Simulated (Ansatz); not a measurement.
Consider CdGeAs₂ in the chalcopyrite structure (space group I-42d, No. 122).

```xyz
8
Lattice="-2.9710 2.9710 5.6560 2.9710 -2.9710 5.6560 2.9710 2.9710 -5.6560" Properties=species:S:1:pos:R:3 pbc="T T T"
Cd     0.0000     0.0000     0.0000
Cd     0.0000     2.9710     2.8280
Ge     0.0000     0.0000     5.6560
Ge     2.9710     0.0000     2.8280
As     1.3354     1.4855     7.0700
As     1.4855    -1.3354     4.2420
As     1.6356     1.4855     1.4140
As     1.4855     4.3064    -1.4140
```

Cartesian axes are those of the cell as printed.

Level of theory: PBEsol (Ansatz, a first-principles code; PAW; 420 eV plane waves; scalar-relativistic without spin-orbit coupling).

For the base:

The shortest interatomic distance is 2.447 Å.

Now apply this change: compressive biaxial strain of 3.00 % in the plane normal to [001], as in epitaxy on a mismatched substrate; the out-of-plane cell vector and the atoms relax.

Question: What does the calculation give for the energy relative to the base and shortest interatomic distance after the change?

Answer: The energy increases by 12 meV/atom; the shortest interatomic distance decreases by 0.013 Å to 2.434 Å.

The mesh was chosen for an insulator and is coarse for the gapless case. Stability against distortions was not tested. All final runs are without spin polarisation.
